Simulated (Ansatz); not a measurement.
End structure of the 1x1 (100) surface of beta Ga2O3 (cut with top plane Ga + 2 O):

Host crystal: beta Ga2O3, with a band gap (PBE, scalar-relativistic without spin-orbit coupling).

```
CELL_PARAMETERS angstrom
      3.08342     0.00000     0.00000
      0.00000     5.87726     0.00000
      0.00000     0.00000    29.50000
ATOMIC_POSITIONS crystal
  O  0.50000 0.71473 0.32740
  O  0.50000 0.28361 0.32800
  Ga 0.00000 0.49961 0.33711
  Ga 0.50000 0.99844 0.35756
  O  0.00000 0.99641 0.39383
  O  0.00000 0.50340 0.40229
  Ga 0.50000 0.49755 0.43713
  Ga 0.00000 0.01015 0.46104
  O  0.50000 0.21809 0.46594
  O  0.50000 0.77578 0.46860
  O  0.00000 0.97675 0.53140
  O  0.00000 0.53445 0.53406
  Ga 0.50000 0.74239 0.53896
  Ga 0.00000 0.25499 0.56287
  O  0.50000 0.24913 0.59771
  O  0.50000 0.75613 0.60617
  Ga 0.00000 0.75409 0.64244
  Ga 0.50000 0.25292 0.66289
  O  0.00000 0.46892 0.67200
  O  0.00000 0.03780 0.67260
```

Model: 20-atom slab, 10.2 Å thick at the start (thin: gaps and levels are the slab's own), 6x4x1 mesh, Fermi-Dirac 0.01 eV, dipole correction, 10 atoms held, the rest relaxed; held to the start's symmetry, so lower structures may exist; no spin, no spin-orbit, no U.

### Question
Estimate the highest filled level below the top vacuum level that PBE in Ansatz (an electronic-structure program) returns for this input.

### Answer
7.02 eV

### Question
Estimate the gap of the slab on its k-mesh that PBE returns for this input.

### Answer
2.03 eV
